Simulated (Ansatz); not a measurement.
**B (model structure, started from the diamond type, Fd-3m, No. 227, 2 atoms in the cell)**

Calculation: LDA (plane waves, PAW; Ansatz, an electronic-structure program).

Settings: plane-wave cutoff 520 eV, 24×24×24 k mesh, Fermi–Dirac smearing 0.05 eV, scalar-relativistic PAW data made under PBE.

Cell (relaxed at this level):

```
CELL_PARAMETERS angstrom
      0.00000     2.00098     2.00098
      2.00098     0.00000     2.00098
      2.00098     2.00098     0.00000
ATOMIC_POSITIONS crystal
  B  0.25000 0.25000 0.25000
  B  0.00000 0.00000 0.00000
```

band gap: zero (no gap)
bulk modulus B0: 191 GPa

Note: the bulk modulus is −V dP/dV from two relaxed cells at ±2 % in volume; the relaxation could raise the start's symmetry but not lower it, so the cell can be a saddle point.

A model structure was made by putting elements into a prototype or built by hand; it is no filed structure, need not be a known phase, and can be a saddle point held by its symmetry.
